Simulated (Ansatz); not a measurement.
InP under load (space group I-4m2), Ansatz (an electronic-structure program) with r2SCAN with spin-orbit coupling, rigid bands. Condition of this run: uniaxial stress zz = 2 GPa (compression positive) (the target of the relaxation). Band gap 0.92 eV, N_c = 6.12e17 cm⁻³ and N_v = 4.85e18 cm⁻³ at 300 K, conductivity masses along y (a = (0.00, 2.99, 2.85) Å; b = (2.99, 0.00, 2.85) Å; c = (2.99, 2.99, 0.00) Å) of 0.0894 mₑ (electrons) and 0.475 mₑ (holes). Take k_BT = 0.02585 eV.

**Question.** What built-in voltage has an abrupt junction with N_A = 1e16 and N_D = 1e17 cm⁻³, all dopants ionised?

**Answer.** V_bi = E_g/e − (k_BT/e) ln(N_c N_v/(N_A N_D)) = 0.92 − 0.02585 × 8.00 = 0.71 V, for the computed gap.

**Question.** What thermal injection velocity √(2k_BT/πm) limits a ballistic channel along the direction named?

**Answer.** 1.80e7 cm/s for electrons and 7.81e6 cm/s for holes, a ratio of √(m_h/m_e) = 2.31, for dilute carriers.

**Question.** Find the intrinsic carrier density and the intrinsic Fermi level.

**Answer.** n_i = √(N_c N_v) exp(−E_g/2k_BT) = 1.72e18 × exp(−17.79) = 3.2e10 cm⁻³. The level lies (k_BT/2) ln(N_v/N_c) = 27 meV from mid-gap (positive towards the conduction band). Each 0.1 eV added to the gap lowers n_i by a factor of 6.9.

Rigid bands with the computed gap; masses take one relaxation time for all states.
